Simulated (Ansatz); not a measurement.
CF2 on the 1x1 (111) surface of fcc Ag, one in a 2x2 cell, energies for each (29.8 Å²). Energies are against CF4(g) − F2(g), without zero-point or thermal terms; each row is named by its start.

The numbers are results of PBE (plane waves to 420 eV, PAW; Ansatz, a quantum-chemistry and plane-wave program), not measurements.

Slab: 19 atoms, 7.1 Å thick at the start under the adsorbate (thin: gaps and levels are the slab's own); k 6x6x1, smearing 0.1 eV, dipole-corrected; 8 atoms held, the rest relaxed; each run with such symmetry as its start has; no spin, no spin-orbit, no U, no dispersion correction.

A negative adsorption energy means that the adsorbate is more stable on the surface than in its reference. Starts that drift may end in the same place. Heights count from the host atoms within 0.3 Å of the top one.

```tsv
starting site	E_ads (eV)	height (Å)	nearest host atom (Å)	bonded to	Δ work function (eV)	lateral drift (Å)
top Ag	6.98	2.26	Ag 2.14	Ag	-0.19	0.0
hollow Ag-Ag-Ag over Ag at depth 2.4 Å	6.98	2.26	Ag 2.14	Ag	-0.19	1.7
hollow Ag-Ag-Ag over Ag at depth 4.7 Å	6.98	2.27	Ag 2.14	Ag	-0.18	1.6
bridge Ag-Ag (span 2.9 Å)	(withheld)	1.83	Ag 2.26	2 Ag	0.43	0.0
```

Complete the blanks.


- bridge Ag-Ag (span 2.9 Å), E_ads (eV): 6.91
